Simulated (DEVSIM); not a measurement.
Device: Ge n-p junction from an implanted or diffused profile, at 300 K.

| layer (left to right) | material | thickness (μm) | Na (cm⁻³) | τn (s) | τp (s) |
|---|---|---|---|---|---|
| 1 | Ge | 41.0 | 2.3e13 | 1.9e-7 | 1.9e-7 |

Added donor profile: 9.9e16 cm⁻³ × exp(−(x − 0.041 μm)²/(2·(0.035 μm)²)). Left contact: ohmic. Right contact: ohmic. Voltage is applied to the left contact. Recombination: SRH at mid-gap, radiative, Auger. Mobility is constant in doping.

The device is made up for the run: typed textbook-type constants, with dimensions and the other settings drawn at random. Values at 300 K.

| parameter | Ge |
|---|---|
| gap (eV) | 0.664 |
| affinity (eV) | 4 |
| permittivity | 16 |
| Nc (cm⁻³) | 1.04e19 |
| Nv (cm⁻³) | 6e18 |
| μn (cm²/Vs) | 3900 |
| μp (cm²/Vs) | 1900 |
| B (cm³/s) | 6.4e-14 |
| Cn (cm⁶/s) | 1e-31 |
| Cp (cm⁶/s) | 1e-31 |

Simulated with DEVSIM: 1D drift-diffusion, Boltzmann statistics, complete ionisation; no tunnelling, impact ionisation, image-force lowering or self-heating.

**Question.** Tabulate band edges, carrier densities and field at -0.65 V on the left contact.

**Answer.** Energies count from the Fermi level of the right contact; mesh points crowd at the junctions.

```csv
x (μm),Ec (eV),Ev (eV),n (cm⁻³),p (cm⁻³),field (V/cm)
0.000,0.788,0.124,5.0e16,8.8e9,-5000
0.02194,0.778,0.115,7.2e16,2.0e12,-3200
0.04477,0.776,0.112,8.0e16,4.2e12,1000
0.07097,0.785,0.121,5.6e16,9.5e12,6000
0.1089,0.814,0.150,1.8e16,3.6e13,7800
0.1383,0.834,0.170,8.3e15,8.5e13,6000
0.1656,0.848,0.184,4.8e15,1.5e14,4300
0.2045,0.862,0.198,2.8e15,2.6e14,2800
0.2584,0.874,0.210,1.8e15,4.2e14,1700
0.3775,0.886,0.222,1.1e15,6.8e14,550
0.6692,0.891,0.227,8.7e14,8.6e14,≈ 0
1.761,0.887,0.223,8.3e14,8.5e14,-39
3.953,0.878,0.214,7.8e14,8.0e14,-42
8.793,0.857,0.193,6.8e14,7.0e14,-48
25.60,0.745,0.081,3.4e14,3.7e14,-94
34.47,0.629,-0.035,1.6e14,1.9e14,-190
38.12,0.532,-0.132,8.2e13,9.6e13,-380
39.79,0.448,-0.216,5.0e13,5.4e13,-660
40.63,0.385,-0.279,3.4e13,3.9e13,-850
40.86,0.365,-0.299,2.4e13,3.7e13,-890
40.95,0.357,-0.307,1.7e13,3.6e13,-890
41.00,0.353,-0.311,1.2e13,3.5e13,-900
```
